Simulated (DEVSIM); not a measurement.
Device: abrupt Si p-n junction, at 300 K.

Layer 1 from the left is Si, thickness (μm) 0.490, Na (cm⁻³) 1.6e15, τn (s) 9.5e-6, τp (s) 9.5e-6. Layer 2 from the left is Si, thickness (μm) 90.0, Nd (cm⁻³) 1.1e14, τn (s) 9.5e-6, τp (s) 9.5e-6.

Left contact: ohmic. Right contact: ohmic. Voltage is applied to the left contact. Recombination: SRH at mid-gap, radiative. Mobility is μmin + (μ − μmin)/(1 + (N/Nref)^α).

Constants are typed, rounded textbook-type inputs, not results; the design itself was drawn at random and stands for no fabricated device. Values at 300 K.

Si: gap (eV) 1.124, affinity (eV) 4.05, permittivity 11.7, Nc (cm⁻³) 2.86e19, Nv (cm⁻³) 3.1e19, μn (cm²/Vs) 1417, μp (cm²/Vs) 470, μn,min 52, μp,min 45, Nref,n 9.7e16, Nref,p 2.2e17, αn 0.68, αp 0.72, B (cm³/s) 4.7e-15.

Model (solved in DEVSIM): 1D drift-diffusion, Boltzmann statistics, complete ionisation; no tunnelling, impact ionisation, image-force lowering or self-heating.

Dark forward current:

```csv
|V| (V),|J| (A/cm²)
0.05,7.668e-8
0.10,5.707e-7
0.15,3.845e-6
0.20,2.573e-5
0.25,0.0001721
0.30,0.001137
0.35,0.007018
0.40,0.03320
0.45,0.09897
0.50,0.2062
0.55,0.3518
0.60,0.5355
0.65,0.7576
0.70,1.018
0.75,1.319
0.80,1.658
0.85,2.037
0.90,2.457
0.95,2.916
1.00,3.415
1.05,3.955
1.10,4.534
1.15,5.154
1.20,5.813
1.25,6.513
1.30,7.252
```

**Question.** Work out the local ideality factor n = ΔV / (kT/q · ln(J2/J1)) between the rows 0.15 and 0.20 V, 1.25 and 1.30 V.

**Answer.** kT/q = 25.85 mV. From 0.15 to 0.20 V: ln(2.573e-5/3.845e-6) = 1.901, n = 1.02, near the 1 of diffusion or emission over a barrier. From 1.25 to 1.30 V: ln(7.252/6.513) = 0.107, n = 18.00.

**Question.** Estimate the current at 0.20 V from the Shockley equation with J0 = Σ q ni² D/(N L) coth(W/L), τ joining the SRH, radiative and Auger lifetimes that are on, and W taken as the whole layer.

**Answer.** ni² = 1.16e20 cm⁻⁶; electrons in the p layer: μ = 1340 cm²/Vs, D = 34.6 cm²/s, τ = 9.50e-6 s, L = 181 μm, W/L = 0.0027, term 8.19e-9 A/cm²; holes in the n layer: μ = 468 cm²/Vs, D = 12.1 cm²/s, τ = 9.50e-6 s, L = 107 μm, W/L = 0.84, term 2.78e-10 A/cm². J0 = 8.47e-9 A/cm², and J = J0 exp(qV/kT) = 1.94e-5 A/cm². The simulation gives 2.57e-5 A/cm²; the estimate lies 25 % below. The estimate leaves out recombination in the depletion region and that region's share of W.
